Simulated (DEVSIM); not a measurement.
Structure: In0.49Ga0.51P/GaAs n-p heterojunction, at 250 K.

| layer (left to right) | material | thickness (μm) | Nd (cm⁻³) | Na (cm⁻³) | τn (s) | τp (s) |
|---|---|---|---|---|---|---|
| 1 | In0.49Ga0.51P | 0.300 | 1.5e16 | - | 3.4e-9 | 3.4e-9 |
| 2 | GaAs | 1.30 | - | 2.6e15 | 3.4e-9 | 3.4e-9 |

Left contact: ohmic. Right contact: ohmic. Voltage is applied to the left contact. Recombination: SRH at mid-gap. Mobility is μmin + (μ − μmin)/(1 + (N/Nref)^α).

The device is made up for the run: typed textbook-type constants, with dimensions and the other settings drawn at random. Values at 300 K; Nc and Nv go as T^1.5, mobilities as T to minus their exponent, the gap by Varshni's rule with the affinity fixed.

```tsv
parameter	In0.49Ga0.51P	GaAs
gap (eV)	1.89	1.424
affinity (eV)	4	4.07
permittivity	11.8	12.9
Nc (cm⁻³)	9e17	4.7e17
Nv (cm⁻³)	1.3e19	9e18
μn (cm²/Vs)	1500	8500
μp (cm²/Vs)	80	400
μn,min	400	500
μp,min	15	20
Nref,n	2e16	6e16
Nref,p	1.5e17	1.5e17
αn	0.7	0.39
αp	0.8	0.38
T exponent of μn	1.66	2.1
T exponent of μp	2	2.2
Varshni α (eV/K)	0.0005	0.000541
Varshni β (K)	250	204
```

Simulated with DEVSIM: 1D drift-diffusion, Boltzmann statistics, complete ionisation; no tunnelling, impact ionisation, image-force lowering or self-heating. Band offsets follow the typed affinities; no thermionic-emission limit at abrupt steps, no polarisation charge.

The doping Na of layer 2 was swept, all else fixed.

| doping Na of layer 2 (cm^-3) | largest field in the device at zero bias (V/cm) | potential step across the device at zero bias (V) | dark forward voltage at 1 A/cm² (V) | dark forward voltage at 100 A/cm² (V) |
|---|---|---|---|---|
| 7.8e13 | 14000 | 1.189 | 0.914 | 1.057 |
| 2.6e14 | 15000 | 1.215 | 0.955 | 1.081 |
| 7.8e14 | 18000 | 1.238 | 0.991 | 1.103 |
| 2.6e15 | 30000 | 1.264 | 1.024 | 1.131 |
| 7.8e15 | 46000 | 1.288 | 1.053 | 1.157 |
| 2.6e16 | 62000 | 1.314 | 1.084 | 1.188 |
| 7.8e16 | 71000 | 1.337 | 1.114 | 1.218 |

From the first row to the last the largest field in the device at zero bias goes from 14000 to 71000. From the first row to the last the potential step across the device at zero bias goes from 1.189 to 1.337.
